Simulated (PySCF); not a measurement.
PySCF 2.14.0, WB97X/def2-svpd, df: Ti(I)3 ([I][Ti+]([I])[I]), charge +1, multiplicity 1, 4 atoms. The geometry is a generated start, not checked to be a minimum at this level.

* **task**: energy
* **method**: wb97x
* **basis**: def2-svpd
* **two-electron scheme**: density fitting
* **mol.max_memory**: 3000 MB
* **mf.max_cycle**: 100
* **mf.init_guess**: minao (default)
* **mf.DIIS**: CDIIS (default)
* **mf.conv_tol**: 1e-09 (default)
* **mf.grids.level**: 3 (default)
* **effective core potentials**: those of the basis set, past Kr
* **basis functions**: 139
* **grid points**: 86784

```xyz
4

Ti    -0.3535     0.3722     0.7107
I     -1.7649    -1.5398    -0.4313
I      0.1373     1.9737    -1.3288
I      1.9811    -0.8060     1.0493
```

Charge 1 and multiplicity 1 are set for this test and not shown to be the ground state.

One run each on 2 threads, 1 BLAS thread. Values of diis_space tried: 3, 5, 8 (default), 12, 20.

### Question
Which value of diis_space needs the fewest Fock builds, and what happens away from it?

### Answer
Fewest Fock builds: 12 with 33. The count rises to 85 at 3. All converge to one solution.

| diis_space | Fock builds | end |
|---|---|---|
| 3 | 85 | same solution |
| 5 | 69 | same solution |
| 8 (default) | 38 | same solution |
| 12 | 33 | same solution |
| 20 | 35 | same solution |
